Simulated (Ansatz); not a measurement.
An Ansatz (a first-principles code) run: Os with a change (uniaxial stress, 1 GPa compression along x); Ansatz, r2SCAN, PAW, cutoff 500 eV, no SOC.

Input:

Ansatz 0.2 input:
```yaml
crystal:
  lattice:
    - [2.7379520584, 0, 0]
    - [-1.3689760292, 2.3711360369, 0]
    - [0, 0, 4.3184211364]
  atoms:
    - { symbol: Os, position: [0.3333333333, 0.6666666667, 0.75] }
    - { symbol: Os, position: [0.6666666667, 0.3333333333, 0.25] }
basis: { ecutwfc: 500, ecutrho_ratio: 4, xc_grid: 4, fft_grid_basis: typed }
kpoints: { mp_grid: { grid: [24, 24, 13] } }
hamiltonian:
  xc: r2scan
  dispersion: none
  pseudopotentials: { kind: paw }
scf: { occupations: { method: fermi_dirac, width: 0.1 } }
relax: { f_tol: 0.005, max_steps: 50, cell: { stress_tol: 0.01, sigma_target: [1, 0, 0, 0, 0, 0] } }
output: { forces: true, stress: true }
checkpoint: { write: state.ck, write_every: 1000 }
```

Output (explanatory and most iteration lines left out):

```
Relaxation: its limit of steps is 50 (relax.max_steps)
Pseudopotential: Os, paw, valence charge 16
Crystal: 2 atoms, lattice volume = 28.035 Å³
Basis set: ecut = 500 eV, 687 PW (Γ), exchange–correlation on 80×80×128 points (64 copies of the dense FFT grid, shifted against one another)
Bands: 20, of which v1, the nominal top of the filled ones, is band 16 counted from 1 (15 counted from 0)
Symmetry: 8 space group operations
k-points: 1099 of 7488
Functional: x = r2scan, c = r2scan; τ floored in thin density (d = 2e-4 eV/Å³)
SCF iter   1: F=—  HF=-22795.225108 eV  |F-HF|=—  |Δ(HF+E_count)|=         —  Δρ=1.06e-2  dr2=6.00e-3  dr2_τ=3.90e-2  ethr=1.77e-3  ⟨swp⟩=4.5  Hψ=87364  notcnv=0
SCF iter   2: F=—  HF=-22795.276387 eV  |F-HF|=—  |Δ(HF+E_count)|=   5.13e-2  Δρ=6.56e-3  dr2=2.49e-3  dr2_τ=5.82e-4  ethr=1.87e-5  ⟨swp⟩=2.0  Hψ=40803  notcnv=0
SCF 1 converged in 7 iterations: F = -22795.283212 eV  dr2 = 8.38e-9
relax step   1: F+E_penalty+E_count = -22795.28321201 eV  Δ(F+E_penalty+E_count) = +0.000e0 eV  max|allowed force component| = 1.043e-7 eV/Å  Δτ_max = 0.0000 Å  P = +0.002 GPa  Ω = 28.035 Å³  (7 SCF iters, dr2 threshold 1.00e-7 eV, accepted)
[... steps on the carried basis left out ...]
relax step   5: F+E_penalty+E_count = -22795.28308688 eV  Δ(F+E_penalty+E_count) = +1.313e-5 eV  max|allowed force component| = 4.387e-5 eV/Å  Δτ_max = 0.0000 Å  P = +0.332 GPa  Ω = 28.013 Å³  stress off target by 2.68e-3 GPa  SCF on the basis re-selected at this cell (its energy is not comparable with the rows above)  (4 SCF iters)
SCF converged after 4 iterations
Free energy (F): -22795.283087 eV
Internal energy: -22795.243910 eV  (E = F + TS)
E sigma→0 (E₀):  -22795.263498 eV
Entropy (-TS):   -0.039177 eV (-19.589 meV/atom)
Fermi energy:    25.801847 eV
--- Forces (eV/Å), atoms counted from 1 ---
  atom   1  Os     0.00000000    -0.00004387    -0.00000000
  atom   2  Os     0.00000000     0.00004387     0.00000000
--- Stress (GPa, compression-positive) ---
        0.998118      -0.000000      -0.000000
       -0.000000      -0.000524      -0.000000
       -0.000000      -0.000000      -0.002679
  P = ⅓ Tr σ = 0.3316 GPa (3.316 kbar)
--- Relaxed structure (4 steps of the walk, 3 accepted, 1 SCFs on fresh bases) ---
  cell:  # Å, volume = 28.0128 Å³
    - [2.7339671676317874, -2.777264351759175e-33, 8.67895083655308e-35]
    - [-1.3669835838158937, 2.3719623637734037, -3.3999514304451435e-35]
    - [1.368883162855452e-34, 1.711103953569315e-35, 4.319723663718236]
  atoms:
    - { symbol: Os, position: [0.3333795515000872, 0.6667591030001744, 0.75] }
    - { symbol: Os, position: [0.6666204484999128, 0.33324089699982556, 0.25] }
```

Load acts through the strain it causes; cell and atoms are relaxed under it. sigma_target is in GPa, compression positive, in the order xx, yy, zz, yz, xz, xy. Stability under load was not tested beyond the relaxation. All final runs are without spin polarisation. The cell was made from Os in the hcp (Mg type) structure (space group P6_3/mmc, No. 194) by this change: uniaxial stress, 1 GPa compression along x.
